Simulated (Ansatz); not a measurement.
Point-defect migration in 3C silicon carbide

Some mobile defects of 3C silicon carbide. Method: PBE, PAW (plane waves to 420 eV; Ansatz, a quantum-chemistry and plane-wave program).

Barriers are those of the lowest checked hop between equivalent sites, from the lowest site run (climbing-image NEB, static, fixed cells, no finite-size terms; on the finer meshes named, energies are single points at the band's geometries). One hop need not carry long-range diffusion, and untried routes could be lower. Saddle orders were checked for a part of the study's bands only and are not shown. Vacancies start on their lattice site; split forms were not set up. Charge states are imposed.

```json
[
 {"Defect": "interstitial B, charge +3", "Route": "B moves farthest", "Hop (Å)": "3.10", "Direction in the unit cell": "(-0.50, -0.50, 0.00)", "Neighbours at the saddle": "C at 1.60, 2 C at 1.83; Si at 1.82, Si at 2.16 Å", "Cell": "64 sites, 3×3×3 shifted", "Barrier (eV)": "2.90"},
 {"Defect": "C vacancy, charge 0", "Route": "a nearby C jumps into the vacancy", "Hop (Å)": "3.18", "Direction in the unit cell": "(0.00, -0.51, -0.51)", "Neighbours at the saddle": "Si at 1.81, 2 Si at 2.11, 2 Si at 2.23 Å", "Cell": "64 sites, 3×3×3 shifted", "Barrier (eV)": "3.70"},
 {"Defect": "C vacancy, charge +2", "Route": "a nearby C jumps into the vacancy", "Hop (Å)": "3.08", "Direction in the unit cell": "(0.00, -0.50, -0.50)", "Neighbours at the saddle": "Si at 1.80, 2 Si at 2.20, 2 Si at 2.24 Å", "Cell": "64 sites, 3×3×3 shifted", "Barrier (eV)": "5.22"}
]
```
